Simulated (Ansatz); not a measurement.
System: CsCl-type FeAl. Method: r²SCANh (plane waves, PAW; Ansatz, a quantum-chemistry and plane-wave program).

Settings: plane-wave cutoff 520 eV, 10×10×10 k mesh, Fermi–Dirac smearing 0.05 eV, no spin polarisation, scalar-relativistic PAW data made under PBE.

The volume scan:

| V (Å³/atom) | E − E_lowest (meV/atom) | P (GPa) |
|---|---|---|
| 10.754 | 20.20 | 11.80 |
| 11.037 | 4.96 | 5.59 |
| 11.320 | 0.00 | 0.14 |
| 11.516 | 1.92 | -3.23 |
| 11.886 | 15.95 | -8.75 |

Question: Fit the third-order Birch–Murnaghan equation and give B0 and B′.

Answer: V0 = 11.328 Å³/atom, B0 = 203 GPa, B′ = 4.3 (fit to the energies at full precision).

Measured, for comparison: bulk modulus 152 GPa (room temperature, not corrected to a static lattice; as tabulated in Yamada et al. (2019), arXiv:1910.09660); equilibrium volume per atom 12.32 Å³/atom (room temperature, not corrected to a static lattice; as tabulated in Liu et al. (2023), doi:10.1107/s2414314623010659). Computed (rounded) less measured: bulk modulus +34 %, equilibrium volume per atom -8.0 %.

Note: the run has no spin polarisation, so it can have missed a magnetic state.

Static lattice: no zero-point or thermal effects.

Cost on a shared machine: very roughly 14 core-minutes.
